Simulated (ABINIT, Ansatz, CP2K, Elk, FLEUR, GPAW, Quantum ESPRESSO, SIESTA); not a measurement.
**One structure in several programs: AlN (P6_3mc, 4 atoms in the cell)**

Self-consistent single point.

```yaml
crystal:
  lattice:
    - [3.09324, 0.00000, 0.00000]
    - [-1.54662, 2.67882, 0.00000]
    - [0.00000, 0.00000, 4.96027]
  atoms:
    - { symbol: Al, position: [0.66667, 0.33333, 0.49929] }
    - { symbol: Al, position: [0.33333, 0.66667, 0.99929] }
    - { symbol: N, position: [0.66667, 0.33333, 0.88071] }
    - { symbol: N, position: [0.33333, 0.66667, 0.38071] }
```

Shared settings, as Ansatz (an electronic-structure program) writes them: kpoints.mp_grid.grid = 6 6 4; scf.occupations.method = fermi_dirac; scf.occupations.width = 0.02 eV. Potentials and cutoffs stand in the table.

| code | model | pressure (GPa) | largest force (eV/Å) | gap on the mesh (eV) | cutoff |
|---|---|---|---|---|---|
| SIESTA | LDA PW92, numerical atomic orbitals DZP, PseudoDojo LDA standard norm-conserving potentials (rewritten from UPF to PSML) | -0.27 | 0.011 | 4.570 | grid 300 Ry |
| CP2K | LDA (Pade form), GPW, DZVP-MOLOPT-SR-GTH basis, GTH-PADE potentials (GTH_POTENTIALS) | -2.52 | 0.009 | 4.465 | grid 400 Ry |
| ABINIT | LDA (PW92), norm-conserving pseudopotentials (PseudoDojo nc-sr-04 LDA standard) | -2.57 | 0.009 | 4.391 | 42 Ha |
| Quantum ESPRESSO | LDA (PZ), GBRV 1.5 ultrasoft (LDA) pseudopotentials | -0.37 | 0.006 | 4.345 | 40 Ry |
| GPAW | LDA (Perdew-Wang 92), GPAW PAW datasets LDA (gpaw-data 1.0.1) | – | 0.009 | 4.414 | 900 eV |
| FLEUR | LDA (Perdew-Zunger), all-electron FLAPW (FLEUR), scalar-relativistic valence | – | 0.012 | 4.382 | Kmax 4.6 1/bohr |
| Ansatz | LDA (PW92), default PAW files made with PBE | -1.97 | 0.011 | 4.373 | default |
| Elk | LDA (PW92), all-electron FP-LAPW, Elk's shipped species files, default APW+lo basis | – | – | 4.368 | rgkmax 7 |

A dash marks a value that a program does not give, or that is left out as unsure.

Gaps are read on the mesh.

The spread over the programs that give each value: pressure within 2.30 GPa; largest force within 0.006 eV/Å; gap on the mesh within 0.225 eV.

SIESTA and CP2K use small atom-centred bases, whose incompleteness enters pressures, forces and empty levels differently from a plane-wave cutoff. FLEUR and Elk treat all electrons, but the usual bases taken here (sphere radii, linearisation, local orbitals, empty states) were not tested for convergence, so the values are no reference for the others. Ansatz's pressure is given at a fixed set of plane waves, as the other plane-wave codes print theirs; with its correction for the finite basis it is -1.31 GPa (the shift of 0.66 GPa shows how far the cutoff is from converged). The pressure of GPAW is left out: its cutoff lies under the one at which its stress was checked. The same LDA comes in different parametrisations, which differ slightly. In the pressure, SIESTA (by 1.70) and Quantum ESPRESSO (by 1.59) lie more than 1 GPa from the median of the plane-wave programs. In the gap, SIESTA (by 0.188) lies more than 0.12 eV from the median of the plane-wave programs.

The starting cell comes from a database of computed structures (which also holds hypothetical and non-ambient phases and stackings), without a prior relaxation at this level. Its lattice was rescaled by a random factor within 2.5 % of one.

Keys are those of Ansatz 0.2.
